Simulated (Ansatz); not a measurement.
An Ansatz (a quantum-chemistry and plane-wave program) run: Rh with a change (x(Bi) = 0.333, 3 atoms, I4/mmm); Kohn–Sham DFT with the r2SCAN functional, run in Ansatz with PAW and 500 eV plane waves, no spin-orbit coupling.

Input:

Ansatz 0.2 input:
```yaml
crystal:
  lattice:
    - [-1.6541099011, 1.6541099011, 4.7505645351]
    - [1.6541099011, -1.6541099011, 4.7505645351]
    - [1.6541099011, 1.6541099011, -4.7505645351]
  atoms:
    - { symbol: Rh, position: [0.8357404672, 0.8357404672, 0] }
    - { symbol: Rh, position: [0.1642595328, 0.1642595328, 0] }
    - { symbol: Bi, position: [0.5, 0.5, 0] }
basis: { ecutwfc: 500, ecutrho_ratio: 4, xc_grid: 4, fft_grid_basis: typed }
kpoints: { mp_grid: { grid: [20, 20, 20] } }
hamiltonian:
  xc: r2scan
  dispersion: none
  pseudopotentials: { kind: paw }
scf: { occupations: { method: fermi_dirac, width: 0.05 }, convergence: { dr2_threshold: 0.0000000003 } }
output: { forces: true, stress: true }
checkpoint: { write: state.ck, write_every: 1000 }
```

Output (explanatory and most iteration lines left out):

```
Pseudopotential: Rh, paw, valence charge 17
Pseudopotential: Bi, paw, valence charge 15
Crystal: 3 atoms, lattice volume = 51.992 Å³
Basis set: ecut = 500 eV, 1325 PW (Γ), exchange–correlation on 160×160×160 points (64 copies of the dense FFT grid, shifted against one another)
Bands: 29, of which v1, the nominal top of the filled ones, is band 25 counted from 1 (24 counted from 0)
Symmetry: 16 space group operations
Space group: I4/mmm (ITA 139), of the structure as read, at distance tolerance 3.7e-5 Å
k-points: 641 of 8000
Functional: x = r2scan, c = r2scan; τ floored in thin density (d = 2e-4 eV/Å³)
SCF iter   1: F=—  HF=-25240.762814 eV  |F-HF|=—  |Δ(HF+E_count)|=         —  Δρ=1.30e-2  dr2=7.26e-2  dr2_τ=1.56e-2  ethr=1.77e-3  ⟨swp⟩=6.0  Hψ=69612  notcnv=0
SCF iter   2: F=—  HF=-25240.788396 eV  |F-HF|=—  |Δ(HF+E_count)|=   2.56e-2  Δρ=6.49e-3  dr2=1.28e-2  dr2_τ=1.66e-3  ethr=1.48e-4  ⟨swp⟩=2.4  Hψ=30736  notcnv=0
SCF 1 converged in 10 iterations: F = -25240.788747 eV  dr2 = 3.81e-11
SCF converged after 10 iterations
Free energy (F): -25240.788747 eV
Internal energy: -25240.757322 eV  (E = F + TS)
E sigma→0 (E₀):  -25240.773035 eV
Entropy (-TS):   -0.031425 eV (-10.475 meV/atom)
Fermi energy:    18.802472 eV
--- Forces (eV/Å), atoms counted from 1 ---
  atom   1  Rh    -0.00000000     0.00000000     0.00219429
  atom   2  Rh    -0.00000000    -0.00000000    -0.00219429
  atom   3  Bi     0.00000000    -0.00000000     0.00000000
--- Stress (GPa, compression-positive) ---
       -0.012580      -0.000000       0.000000
       -0.000000      -0.012580      -0.000000
        0.000000      -0.000000       0.002732
  P = ⅓ Tr σ = -0.0075 GPa (-0.075 kbar)
```

These are small ordered cells, not random alloys; other orderings at the same x differ. Stability against distortions was not tested. The final runs are not spin-polarised. An odd electron count without spin: BiRh2. The cell was made from Rh by this change: x(Bi) = 0.333, 3 atoms, I4/mmm. BiRh2 has a high density of states at the Fermi level and may be magnetic at this level. Under x(Bi) = 0.333, 3 atoms, I4/mmm the cell changed shape so far that it is another structure.
